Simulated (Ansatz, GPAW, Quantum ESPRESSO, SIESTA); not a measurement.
Si2W (I4/mmm, 3 atoms in the cell) computed with different codes at matched settings

Self-consistent single point.

```xyz
3
Lattice="-1.5730 1.5730 3.8175 1.5730 -1.5730 3.8175 1.5730 1.5730 -3.8175" Properties=species:S:1:pos:R:3 pbc="T T T"
Si     0.0000     0.0000     2.5577
Si     0.0000     0.0000     5.0774
W      0.0000     0.0000     0.0000
```

Shared settings, as Ansatz (an electronic-structure program) writes them: kpoints.mp_grid.grid = 15 15 15; scf.occupations.method = fermi_dirac; scf.occupations.width = 0.05 eV. Potentials and cutoffs stand in the table.

```json
[
 {"code": "Quantum ESPRESSO", "model": "PBEsol, GBRV 1.5 ultrasoft (PBESOL) pseudopotentials", "pressure (GPa)": "14.65", "largest force (eV/Å)": "0.262", "cutoff": "40 Ry"},
 {"code": "Ansatz", "model": "PBEsol, default PAW files made with PBE", "pressure (GPa)": "16.01", "largest force (eV/Å)": "0.255", "cutoff": "420 eV"},
 {"code": "SIESTA", "model": "GGA PBEsol, numerical atomic orbitals TZP, PseudoDojo PBEsol standard norm-conserving potentials (rewritten from UPF to PSML)", "pressure (GPa)": "15.67", "largest force (eV/Å)": "0.279", "cutoff": "grid 300 Ry"},
 {"code": "GPAW", "model": "PBEsol, GPAW PAW datasets PBEsol (made by gpaw-setup)", "pressure (GPa)": "17.06", "largest force (eV/Å)": "0.272", "cutoff": "600 eV"}
]
```

On Ansatz's run: spin-orbit coupling is off. Spin polarisation is off.

The spread over the programs that give each value: pressure within 2.41 GPa; largest force within 0.024 eV/Å.

SIESTA uses small atom-centred bases, whose incompleteness enters pressures, forces and empty levels differently from a plane-wave cutoff. Ansatz's pressure is given at a fixed set of plane waves, as the other plane-wave codes print theirs; with its correction for the finite basis it is 16.06 GPa.

The starting cell comes from a database of computed structures (which also holds hypothetical and non-ambient phases and stackings), without a prior relaxation at this level. Its lattice was rescaled by a random factor within 2.5 % of one.

Left out of this page: Elk and FLEUR (not drawn, or without a comparable value).

Keys are those of Ansatz 0.2.
